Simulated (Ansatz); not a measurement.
Symmetric slabs, relaxed from ideal cuts in 1x1 cells, of elemental solids: surface energy (J/m²) by functional, in Ansatz (plane waves, PAW). All structures are PBE's; the other columns are single points with references at the same level. No spin-orbit coupling, Hubbard U or dispersion. The rows are a random draw from the class, without slabs that broke up, higher cuts of a face and adsorbates that left their site.

```json
[
 {"system": "bcc Ta (322), ideal cut with outer spacing 0.40 Å", "PBE (J/m²)": "2.72", "r2SCAN (J/m²)": "2.95"},
 {"system": "bcc Nb (320), ideal cut with outer spacing 0.46 Å", "PBE (J/m²)": "2.20", "r2SCAN (J/m²)": "2.33"},
 {"system": "fcc Pd (310), ideal cut with outer spacing 0.62 Å", "PBE (J/m²)": "1.65", "r2SCAN (J/m²)": "?"},
 {"system": "bcc Nb (331), ideal cut with outer spacing 0.38 Å", "PBE (J/m²)": "2.28", "r2SCAN (J/m²)": "2.42"},
 {"system": "hcp Re (21-32), ideal cut with outer spacing 0.56 Å", "PBE (J/m²)": "3.50", "r2SCAN (J/m²)": "3.71"},
 {"system": "bcc Li (321), ideal cut with outer spacing 0.92 Å", "PBE (J/m²)": "0.53", "r2SCAN (J/m²)": "0.54"},
 {"system": "fcc Pd (320), ideal cut with outer spacing 0.55 Å", "PBE (J/m²)": "1.65", "r2SCAN (J/m²)": "1.85"},
 {"system": "hcp Ti (31-40), ideal cut with outer spacing 0.24 Å", "PBE (J/m²)": "2.08", "r2SCAN (J/m²)": "2.25"}
]
```

Q: Fit a straight line y = a·x + b by least squares to the 7 complete rows (x: PBE (J/m²); y: r2SCAN (J/m²)).

A: the means are x̄ = 2.1371 and ȳ = 2.2929; Σ(x − x̄)² = 5.0449 and Σ(x − x̄)(y − ȳ) = 5.3702, so a = 1.064 and b = ȳ − a·x̄ = 0.018. The largest residual is 0.076.

Q: What does the line predict for the withheld row, fcc Pd (310), ideal cut with outer spacing 0.62 Å, and what did the calculation give?

A: the line gives 1.77; the calculation gave 1.86, a miss of 0.09, larger than any residual of the fitted rows.

Ansatz is a program for electronic structure.
